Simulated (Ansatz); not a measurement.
## Pressure series in hypothetical P6_422 BAs

Consider BAs (space group P6_422, No. 181; a = 3.459 Å, c = 7.482 Å; a hypothetical phase, not in the database extracts checked).

Cell and atoms are relaxed at each pressure.

All numbers come from PBE (Ansatz, a first-principles code), scalar-relativistic without spin-orbit coupling.

```json
[
 {"pressure (GPa)": "-2", "band gap (eV)": "0.52"},
 {"pressure (GPa)": "-1", "band gap (eV)": "0.50"},
 {"pressure (GPa)": "0", "band gap (eV)": "0.48"},
 {"pressure (GPa)": "0.7", "band gap (eV)": "0.46"},
 {"pressure (GPa)": "1.5", "band gap (eV)": "0.45"},
 {"pressure (GPa)": "3", "band gap (eV)": "0.42"},
 {"pressure (GPa)": "5", "band gap (eV)": "?"},
 {"pressure (GPa)": "7.5", "band gap (eV)": "0.34"},
 {"pressure (GPa)": "10", "band gap (eV)": "0.29"}
]
```

**Question.** Fit E_g = E₀ + αP + βP² to the rows shown and predict the withheld row.

**Answer.** Least squares on the printed values gives E₀ = 0.48 eV, α = -19.9 meV/GPa, β = 0.12 meV/GPa² (largest residual 0.01 eV); this predicts 0.38 eV, and the run gives 0.38 eV, in agreement.

Load acts through the strain it causes; cell and atoms are relaxed under it. Stability against distortions was not tested. No other phases were tried under pressure. The base started in P3_121 and relaxed to P6_422 at this level. A zero or small gap of BAs under pressure 10 GPa can be the functional's error rather than a property of the material.
